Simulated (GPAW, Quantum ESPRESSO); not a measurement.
A GPAW input for a self-consistent single point of HfCo₂ (Fd-3m, 6 atoms in the cell) (DFT PBEsol, plane waves, GPAW PAW datasets PBEsol (made by gpaw-setup)):

```python
from ase import Atoms
from ase.units import GPa
from gpaw import GPAW, PW, FermiDirac

atoms = Atoms(['Hf', 'Hf', 'Co', 'Co', 'Co', 'Co'],
              cell=[[0.000000, 3.406268, 3.406268],
                    [3.406268, 0.000000, 3.406268],
                    [3.406268, 3.406268, 0.000000]],
              scaled_positions=[[0.500000, 0.500000, 0.500000],
                                [0.750000, 0.750000, 0.750000],
                                [0.125000, 0.125000, 0.125000],
                                [0.625000, 0.125000, 0.125000],
                                [0.125000, 0.125000, 0.625000],
                                [0.125000, 0.625000, 0.125000]],
              pbc=True)

atoms.set_initial_magnetic_moments([1.0, 1.0, 3.0, 3.0, 3.0, 3.0])

calc = GPAW(spinpol=True,
            mode=PW(800),
            xc='PBEsol',
            kpts=(7, 7, 7),
            occupations=FermiDirac(0.1),
            nbands=-10,
            convergence={'density': 1e-05, 'energy': 1e-05},
            symmetry={'symmorphic': False, 'tolerance': 0.0005},
            maxiter=100)

atoms.calc = calc

energy = atoms.get_potential_energy()
print('Energy (eV):', round(energy, 6))
forces = atoms.get_forces()
print('Forces (eV/Ang):')
print(forces.round(5))
stress = atoms.get_stress()
print('Stress (GPa, Voigt):', (stress / GPa).round(4))
```

Q: Translate this input to Quantum ESPRESSO.

A: One input that does it (others would too):

```fortran
&control
  calculation = 'scf'
  prefix = 'HfCo2'
  outdir = './work'
  pseudo_dir = './'
  tprnfor = .true.
  tstress = .true.
/
&system
  ibrav = 0
  nat = 6
  ntyp = 2
  ecutwfc = 55
  ecutrho = 330
  occupations = 'smearing'
  smearing = 'fd'
  degauss = 0.0073499
  nspin = 2
  starting_magnetization(1) = 0.083
  starting_magnetization(2) = 0.333
  input_dft = 'pbesol'
/
&electrons
  conv_thr = 1.0d-10
  mixing_beta = 0.3
/
ATOMIC_SPECIES
Hf   178.4900  Hf.pbe-spn-rrkjus_psl.1.0.0.UPF
Co    58.9332  Co.pbe-n-rrkjus_psl.1.0.0.UPF
ATOMIC_POSITIONS alat
Hf    0.707106781    0.707106781    0.707106781
Hf    1.060660172    1.060660172    1.060660172
Co    0.176776695    0.176776695    0.176776695
Co    0.176776695    0.530330086    0.530330086
Co    0.530330086    0.530330086    0.176776695
Co    0.530330086    0.176776695    0.530330086
K_POINTS automatic
7 7 7  0 0 0
CELL_PARAMETERS bohr
   0.000000000     6.436913627     6.436913627
   6.436913627     0.000000000     6.436913627
   6.436913627     6.436913627     0.000000000
```

Basis, cutoffs, solver keys and any potentials are the target program's own. This input uses DFT, PBEsol, plane waves, PSlibrary ultrasoft (PBE) pseudopotentials. Both were run: pressure -2.57 GPa in GPAW and -4.63 in Quantum ESPRESSO; size of the net moment 0.02 μB/atom in GPAW and 0.28 in Quantum ESPRESSO.

On GPAW: the starting cell comes from a database of computed structures (which also holds hypothetical and non-ambient phases and stackings), without a prior relaxation at this level. Its lattice was rescaled by a random factor within 2.5 % of one. The starting moments vanished: the run ended non-magnetic, which need not be the lowest state.

On Quantum ESPRESSO: the starting cell comes from a database of computed structures (which also holds hypothetical and non-ambient phases and stackings), without a prior relaxation at this level. Its lattice was rescaled by a random factor within 2.5 % of one. The moments shrank to a small part of their start, a low-spin state that need not be the lowest. With a pressure of about -5 GPa the cell is away from its equilibrium volume at this level.
